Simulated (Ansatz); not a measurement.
## MgTe: isotropic strain −2.50 %

Consider MgTe in the zinc blende structure (space group F-43m, No. 216; a = 6.3681 Å).

Modification: every lattice vector is shortened by 2.50 %; the atoms relax in the strained cell.

The values are results of Kohn–Sham DFT with the LDA functional, run in Ansatz (an electronic-structure program) with PAW and 420 eV plane waves, no SOC, not measurements. k-mesh 9×9×9 (Γ-centred); smearing 0.05 eV (Fermi–Dirac).

| quantity | base | changed | shift |
|---|---|---|---|
| volume per atom | 32.28 Å³ | 29.92 Å³ | -2.36 Å³ |
| space group | F-43m (No. 216) | F-43m (No. 216) | – |
| shortest interatomic distance | 2.757 Å | 2.689 Å | -0.0689 Å |
| energy relative to the base (free energy F) | 0 meV/atom | +24 meV/atom | +24 meV/atom |
| pressure | 0.01 GPa | 3.46 GPa | +3.45 GPa |
| band gap | 2.38 eV | 2.54 eV | +0.16 eV |
| gap character | direct at Γ | indirect, Γ → X | – |
| electron mass | 0.16 mₑ (at Γ) | 0.60 mₑ along k, 0.29 mₑ across (at X) | – |
| valley order (the lowest conduction-band minima on the path, energy above the VBM, named in the base's zone) | Γ 2.38 eV; X along ⟨100⟩ 2.66 eV; L along ⟨111⟩ 3.17 eV | X along ⟨100⟩ 2.54 eV; Γ 2.74 eV; L along ⟨111⟩ 3.36 eV | – |

Final structure:

```xyz
2
Lattice="0.0000 3.1044 3.1044 3.1044 0.0000 3.1044 3.1044 3.1044 0.0000" Properties=species:S:1:pos:R:3 pbc="T T T"
Mg     0.0000     0.0000     0.0000
Te     1.5522     1.5522     1.5522
```

With Te present, leaving out spin-orbit coupling can change the band edges. Masses are band curvatures over ±0.01 Å⁻¹ around the edge. Along k means along the line from Γ to the band edge. Whether these cells are dynamically stable was not tested.
